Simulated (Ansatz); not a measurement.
BaTiO3 (R3m, No. 160, 5 atoms in the cell; start COD 9014074) was calculated with LDA (Ansatz, a quantum-chemistry and plane-wave program, PAW).

Settings: plane-wave cutoff 520 eV, 8×8×8 k mesh, Fermi–Dirac smearing 0.01 eV, no spin polarisation, scalar-relativistic PAW data made under PBE.

Cell (relaxed at this level):

Space group R3m, hexagonal axes (No. 160); a = b = 5.5758 Å, c = 6.8408 Å, α = β = 90.00°, γ = 120.00°

```
atom  site  symmetry       x       y       z
----  ----  --------  ------  ------  ------
Ba      3a        3m  0.0000  0.0000  0.0002
Ti      3a        3m  0.0000  0.0000  0.4916
O       9b        .m  0.0027  0.5014  0.0108
```
(The calculation used a cell of 5 atoms; values per cell refer to that cell.)

Task: Give the computed band gap and smallest direct gap on the k points sampled.

Result: 
- band gap = 2.15 eV
- smallest direct gap on the k points sampled = 2.33 eV

Note: the relaxation could not lower the start's symmetry, so a distorted cell can lie lower.

Spin–orbit coupling is not included.

The computed numbers hold no vibrational or temperature effects.

Cost on a shared machine: about 26 core-seconds (a rough figure).
